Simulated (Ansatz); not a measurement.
Carrier properties of SrO under load (space group I4/mmm)

Data:

```yaml
crystal:
  lattice:
    - [0.00000, 2.58490, 2.54881]
    - [2.58490, 0.00000, 2.54881]
    - [2.58490, 2.58490, 0.00000]
  atoms:
    - { symbol: Sr, position: [0.00000, 0.00000, 0.00000] }
    - { symbol: O, position: [0.50000, 0.50000, 0.50000] }
```

The numbers are results of r2SCAN, rigid bands (plane waves, PAW, scalar-relativistic; Ansatz, an electronic-structure program), not measurements. Condition of this run: biaxial stress in (001) of -1.8 GPa (compression positive) (the target of the relaxation). Cell: cell and atoms relaxed with PBEsol, then loaded as said.

```yaml
band_gap: 3.73 eV
electron conductivity mass (300 K, dilute): 0.43 (x), 0.43 (y), 0.88 (z) mₑ
hole conductivity mass (300 K, dilute): 2.9 (x), 2.9 (y), 0.58 (z) mₑ
effective density of states N_c (300 K): 1.4e19 cm⁻³
effective density of states N_v (300 K): 1.2e20 cm⁻³
density_of_states_mass_electrons: 0.67 mₑ
density_of_states_mass_holes: 2.9 mₑ
Seebeck coefficient, n-type 1e19 cm⁻³, 300 K: -292 μV/K
best n-type power factor at 300 K for τ = 10 fs (best axis; densities from 1e16 to 1e21 cm⁻³ tried, whether or not they can be reached): 9.9 μW/(cm·K²) at 1e20 cm⁻³
Seebeck coefficient, p-type 1e19 cm⁻³, 300 K: 530 μV/K
```

Rigid bands; masses and Seebeck coefficients take one relaxation time τ for all states and one kind of carrier; polarons and phonon drag are left out. Spin-orbit coupling is left out; where it splits the top of the valence band, N_v and the p-type Seebeck coefficient come out somewhat high without it. Geometry: cell and atoms relaxed with PBEsol.
